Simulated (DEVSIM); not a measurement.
Structure: abrupt GaP p-n junction, at 400 K.

Layer 1 from the left is GaP, thickness (μm) 82.0, Na (cm⁻³) 3.7e15, τn (s) 6.4e-7, τp (s) 6.4e-7. Layer 2 from the left is GaP, thickness (μm) 13.0, Nd (cm⁻³) 4.6e17, τn (s) 6.4e-7, τp (s) 6.4e-7.

Left contact: ohmic. Right contact: ohmic. Voltage is applied to the left contact. Recombination: SRH at mid-gap, radiative. Mobility is μmin + (μ − μmin)/(1 + (N/Nref)^α).

This is a model device: material constants are rounded textbook-type values typed into the input, and sizes, dopings and lifetimes were drawn at random. Values at 300 K; Nc and Nv go as T^1.5, mobilities as T to minus their exponent, the gap by Varshni's rule with the affinity fixed.

GaP: gap (eV) 2.26, affinity (eV) 3.8, permittivity 11.1, Nc (cm⁻³) 1.8e19, Nv (cm⁻³) 1.9e19, μn (cm²/Vs) 250, μp (cm²/Vs) 150, μn,min 10, μp,min 10, Nref,n 4.4e18, Nref,p 1e18, αn 0.8, αp 0.85, T exponent of μn 1.6, T exponent of μp 1.98, B (cm³/s) 1e-13, Varshni α (eV/K) 0.00058, Varshni β (K) 372.

DEVSIM, 1D drift-diffusion, Boltzmann statistics, complete ionisation; no tunnelling, impact ionisation, image-force lowering or self-heating.

Dark forward current:

```tsv
|V| (V)	|J| (A/cm²)
0.25	5.515e-12
0.50	2.353e-10
0.70	4.790e-9
0.75	1.023e-8
0.80	2.194e-8
0.85	4.732e-8
0.90	1.030e-7
0.95	2.277e-7
1.00	5.168e-7
1.05	1.225e-6
1.10	3.105e-6
1.15	8.632e-6
1.20	2.673e-5
1.25	9.174e-5
1.30	0.0003414
1.35	0.001339
1.40	0.005364
1.45	0.02092
1.50	0.07181
1.55	0.1923
1.60	0.3985
1.65	0.6904
1.70	1.072
1.75	1.556
1.80	2.160
1.85	2.911
```

### Question
Work out the local ideality factor n = ΔV / (kT/q · ln(J2/J1)) between the rows 0.25 and 0.50 V, 1.35 and 1.40 V, 1.80 and 1.85 V.

### Answer
kT/q = 34.47 mV. From 0.25 to 0.50 V: ln(2.353e-10/5.515e-12) = 3.753, n = 1.93, near the 2 of recombination in the depletion region. From 1.35 to 1.40 V: ln(0.005364/0.001339) = 1.388, n = 1.05, near the 1 of diffusion or emission over a barrier. From 1.80 to 1.85 V: ln(2.911/2.160) = 0.298, n = 4.86.

### Question
Estimate the current at 1.35 V from the Shockley equation with J0 = Σ q ni² D/(N L) coth(W/L), τ joining the SRH, radiative and Auger lifetimes that are on, and W taken as the whole layer.

### Answer
ni² = 9.34e10 cm⁻⁶; electrons in the p layer: μ = 157 cm²/Vs, D = 5.42 cm²/s, τ = 6.40e-7 s, L = 18.6 μm, W/L = 4.4, term 1.18e-20 A/cm²; holes in the n layer: μ = 57.9 cm²/Vs, D = 1.99 cm²/s, τ = 6.22e-7 s, L = 11.1 μm, W/L = 1.2, term 7.08e-23 A/cm². J0 = 1.18e-20 A/cm², and J = J0 exp(qV/kT) = 0.00121 A/cm². The simulation gives 0.00134 A/cm²; the estimate lies 9.7 % below. The estimate leaves out recombination in the depletion region and that region's share of W.
